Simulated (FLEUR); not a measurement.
A self-consistent single point of CdTe (F-43m, 2 atoms in the cell) with FLEUR.

Method of the run: PBE, all-electron FLAPW (FLEUR), scalar-relativistic valence with spin-orbit coupling in second variation (FLEUR).

```
CELL_PARAMETERS angstrom
      0.00000     3.24000     3.24000
      3.24000     0.00000     3.24000
      3.24000     3.24000     0.00000
ATOMIC_POSITIONS crystal
  Cd 0.00000 0.00000 0.00000
  Te 0.25000 0.25000 0.25000
```

Reference input (self-consistent single point, DFT, PBE, all-electron FLAPW (FLEUR), scalar-relativistic valence): Kmax = 4.1 1/bohr; GmaxXC = 16.4 1/bohr; xcFunctional = pbe; jspins = 1; l_soc = F; mode = hist; fermiSmearingEnergy = 0.00183747 Htr; mesh (inpgen div1-3) = 5 5 5; inpgen gamma flag = false; Gmax = 16.4 1/bohr; numbands = 0; maxIterBroyd = 15. This run's input differs from it in these lines:

```diff
@@ -15,2 +15,3 @@
 &kpt div1=5 div2=5 div3=5 /
+&soc 0.0 0.0 /
 &end /
@@ -28,5 +29,5 @@
       <magnetism jspins="1"/>
-      <soc l_soc="F" theta="0.0" phi="0.0" spav="F"/>
+      <soc l_soc="T" theta="0.0" phi="0.0" spav="F"/>
       <expertModes spex="0" secvar="F"/>
-      <geometryOptimization l_f="T" forcealpha="1.0" forcemix="BFGS" epsdisp="0.00001" epsforce="0.00001"/>
+      <geometryOptimization l_f="F" forcealpha="1.0" forcemix="BFGS" epsdisp="0.00001" epsforce="0.00001"/>
       <ldaU l_linMix="F" mixParam="0.05" spinf="1.0"/>
```

Output (repeated stretches shortened):

```
 Iteration:     1   Distance:       5.01619758 me/bohr^3
 Iteration:     2   Distance:       4.54944413 me/bohr^3
 Iteration:     3   Distance:       2.65902966 me/bohr^3
 Iteration:     4   Distance:       0.85049508 me/bohr^3
 Iteration:     5   Distance:       0.57507126 me/bohr^3
   [... 51 lines left out ...]
 Iteration:    57   Distance:       0.00032977 me/bohr^3
 Iteration:    58   Distance:       0.00033434 me/bohr^3
 Iteration:    59   Distance:       0.00042035 me/bohr^3
 Iteration:    60   Distance:       0.00035337 me/bohr^3
 Run finished successfully
 Stop message:
   all done

[file out, last iteration]
             iter=     60
[...]
          total density-effective poten   -2.0546231232E+04
          total charge density-energy d   -3.3095664581E+02
 Updated energy parameters for spin:           1
[...]
 fermi energy and band-weighting factors:
   [... 11 lines left out ...]

[...]
FERMIE:
   [... lines left out ...]
          first approx. to ef    (T=0)  :   0.170341 htr   (energy of the highest occ. eigenvalue)
FERHIS:  Fermi-Energy by histogram:
          bandgap                     :   0.018298 htr
          charge neutrality (T=0)     :   0.000000    (zero if the highest occ. eigenvalue is "entirely" occupied)
     EF_NEWTON:  Adjust Fermi-Energy by Newton-Method.
 Direct bandgap for spin            1 :    1.8298420113788155E-002  Htr
   [... lines left out ...]
 ---->    total energy=                   -12392.9712286733 htr
 ---->    (input%tkb*entropy) TS=              0.0000033976 htr
 ---->    free energy=                    -12392.9712320709 htr
      extrapolation for T->0
 ---->    total electron energy=          -12392.9712303721 htr
 ***** TOTAL FORCES ON ATOMS *****
 TOTAL FORCE FOR ATOM TYPE=  1  X=  0.000   Y=  0.000   Z=  0.000
                       FX_TOT= 0.000000 FY_TOT= 0.000000 FZ_TOT= 0.000000
 TOTAL FORCE FOR ATOM TYPE=  2  X=  3.061   Y=  3.061   Z=  3.061
                       FX_TOT= 0.000000 FY_TOT= 0.000000 FZ_TOT= 0.000000
No new postions, force convergence required= 0.00001; max force distance= 0.00000
---->    distance of charge densities for spin  1                 it=   60:     0.000353 me/bohr**3
GENERALIZED ANDERSON MIXING: alpha=   0.05000 History-length=3
     ******* it= 60  is completed********
```

The run ended unconverged after 60 iterations. 

The starting cell has typed, rounded lattice constants, without a prior relaxation at this level. Values depend on the basis (sphere radii, cutoffs, local orbitals), which need not be converged.

These are the values that this program gave, and no reference: the default basis lacks the next d shell.

Cost on one core of a shared machine: roughly 10 min.
